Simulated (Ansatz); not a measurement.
CdGeAs2: energy against strain

CdGeAs2 (chalcopyrite, I-42d, 24.962 Å³/atom and stress up to 0.01 GPa in the relaxed cell, c along z) under an equal strain ε in the (001) plane with the normal axis free, as in a coherent film. PBEsol in Ansatz, a plane-wave DFT program (PAW, default set), 420 eV, 8×8×8 Γ-centred mesh, Fermi-Dirac smearing 0.05 eV; ions are relaxed, or left where forces stay under 0.02 eV/Å, within the symmetry of each cell.

Here s stands for strain and y for E less E0.

| strain (%) | E less E0 (meV/atom) |
|---|---|
| -3.00 | ? |
| -1.50 | 2.84 |
| -0.75 | 0.70 |
| 0.00 | 0.00 |
| 0.75 | 0.67 |
| 1.50 | 2.61 |

**Question.** Using a parabola, estimate the missing y at s = -3.00 from the other rows, showing the fit.

**Answer.** Least squares gives y = 0.003 - 0.0653·s + 1.2102·s². Residuals (row less fit): 0.016, -0.033, -0.003, 0.035, -0.018; standard error 0.038 (degrees of freedom: 2). The quadratic coefficient over the volume, 1.2102 meV × 10⁴ × 0.1602 / 24.962 Å³, is the biaxial elastic modulus of this plane = 78 ± 1 GPa (± standard error of the fit, which holds the terms cut off). At the withheld row, y = 0.003 - 0.0653 × (-3.00) + 1.2102 × (-3.00)² = 11.091 meV/atom. The calculation gives 11.80 meV/atom, 0.709 meV/atom above the prediction (6.0 % of the range of y in the table). The row lies outside the fitted rows, so this is an extrapolation. From the scatter of the fitted rows alone, a prediction at this place has a standard error of 0.156 meV/atom, so the miss is 4.5 times that.

A polynomial of degree 3 through the 8 other runs of the series gives 11.80 there, so most of the miss is curvature that the fit leaves out. This level leaves no gap over 0.05 eV at strain -3.00 %. Rows are the converged runs of the series near zero and its far end; series whose fitted rows scatter by over a few per cent of the range, as at a crossing or softening among them, aren't shown in this form, nor equations of state whose B0' disagrees with the runs' pressures. Most that stay on the fit to the last digits aren't either.
